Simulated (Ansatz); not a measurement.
# SiO2: strain along the normal

SiO2 (rutile, P4_2/mnm, 7.657 Å³/atom and stress up to 0.01 GPa in the relaxed cell, c along z) under an equal strain ε in the (001) plane with the normal axis free, as in a coherent film. LDA in Ansatz, a plane-wave DFT program (PAW, default set), 420 eV, 8×8×12 Γ-centred mesh, Fermi-Dirac smearing 0.05 eV; ions are relaxed, or left where forces stay under 0.02 eV/Å, within the symmetry of each cell.

Here s stands for strain and y for normal strain.

```
strain (%)  normal strain (%)
----------  -----------------
-1.20                    0.65
-0.60                    0.32
0.00                     0.00
0.60                    -0.31
1.20                    -0.60
3.00                        ?
```

Fit y of the 5 rows that show it with a straight line. Means: s 0, y 0.012. About the means, the sum of products is -1.8780 and the sum of squares of s is 3.6000; the slope is their ratio. Least squares gives y = 0.012 - 0.5217·s. Residuals (row less fit): 0.012, -0.005, -0.012, -0.009, 0.014; standard error 0.014 (degrees of freedom: 3). The slope, -0.522 ± 0.007, is the elastic response of the normal axis, −2C13/C33.

Q: Predict the withheld y at s = 3.00 from the fit, and compare with the calculation.

A: y = 0.012 - 0.5217 × 3.0 = -1.553%. The calculation gives -1.41%, 0.143% above the prediction (6.9 % of the range of y in the table). The row lies outside the fitted rows, so this is an extrapolation. From the scatter of the fitted rows alone, a prediction at this place has a standard error of 0.027%, so the miss is 5.3 times that.

A polynomial of degree 2 through the 10 other runs of the series gives -1.40 there, so most of the miss is curvature that the fit leaves out. SiO2 is here stishovite, a high-pressure form. Rows are the converged runs of the series near zero and its far end; series whose fitted rows scatter by over a few per cent of the range, as at a crossing or softening among them, aren't shown in this form, nor equations of state whose B0' disagrees with the runs' pressures. Most that stay on the fit to the last digits aren't either.
